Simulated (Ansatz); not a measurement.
## Sensitivity of a calculation on Y₃Ge (Pnma, 16 atoms in the cell) to its settings

```xyz
16
Lattice="7.8437 0.0000 0.0000 0.0000 10.3987 0.0000 0.0000 0.0000 6.9699" Properties=species:S:1:pos:R:3 pbc="T T T"
Y      0.2824     2.5997     5.9384
Y      4.2042     2.5997     4.5165
Y      7.5613     7.7990     1.0316
Y      3.6395     7.7990     2.4534
Y      1.4589     0.6551     2.2861
Y      5.3808     4.5442     1.1988
Y      6.3848     5.8544     4.6838
Y      2.4629     9.7435     5.7711
Y      6.3848     9.7435     4.6838
Y      2.4629     5.8544     5.7711
Y      1.4589     4.5442     2.2861
Y      5.3808     0.6551     1.1988
Ge     3.0590     2.5997     0.3485
Ge     6.9809     2.5997     3.1365
Ge     4.7846     7.7990     6.6214
Ge     0.8628     7.7990     3.8335
```

Base run A: PBE (Ansatz, a first-principles code), self-consistent single point.

Its settings: basis.ecutwfc = 420 eV; kpoints.mp_grid.grid = 3 3 4; hamiltonian.xc = pbe; hamiltonian.pseudopotentials = {kind: paw}, with the files named one by one; scf.occupations.method = cold; scf.occupations.width = 0.2 eV.

The starting cell was generated: these elements placed on a structure prototype, without a prior relaxation; it need not be a known phase or ordering of this composition. In the base run, with a pressure of about -8 GPa the cell is away from its equilibrium volume at this level. Ansatz's pressure includes its estimate of the finite-basis (Pulay) stress.

ΔF is the free energy per atom less that of run A. 

Run A gave: pressure (GPa) -7.77; largest force (eV/Å) 0.378; k-points 12.

Runs:
- B: scf.occupations.method: cold → fermi_dirac
- C: crystal.symmetry.detect: default → false
- D: kpoints.mp_grid.grid: 3 3 4 → 3 2 3; kpoints.mp_grid.shift: default → 0.5 0.5 0.5
- E: kpoints.mp_grid.grid: 3 3 4 → 4 3 5
- F: scf.occupations.width: 0.2 eV → 0.1 eV
- G: scf.mixing.algorithm: default (the program chose MSR1) → anderson
- H: scf.mixing.algorithm: default (the program chose MSR1) → broyden; scf.mixing.beta: default → 0.7
- I: scf.mixing.preconditioner: default (the program chose Kerker) → ldos

Task: What does run B change against A?

Result: The free energy goes down by 97.1 meV/atom, the pressure goes from -7.77 to -7.56 GPa and the largest force goes from 0.378 to 0.319 eV/Å.

Task: What does run F change against A?

Result: The free energy hardly moves (within 1 meV/atom), the pressure stays at -7.77 GPa and the largest force goes from 0.378 to 0.394 eV/Å.

| run | ΔF (meV/atom) | pressure (GPa) | largest force (eV/Å) | k-points |
|---|---|---|---|---|
| A | 0.00 | -7.77 | 0.378 | 12 |
| B | -97.1 | -7.56 | 0.319 | 12 |
| C | 0.00 | -7.77 | 0.378 | 19 |
| D | 0.69 | -7.75 | 0.381 | 4 |
| E | 0.04 | -7.77 | 0.376 | 18 |
| F | 0.35 | -7.77 | 0.394 | 12 |
| G | 0.00 | -7.77 | 0.378 | 12 |
| H | 0.00 | -7.77 | 0.378 | 12 |
| I | 0.00 | -7.77 | 0.378 | 12 |

Keys are those of Ansatz 0.2.
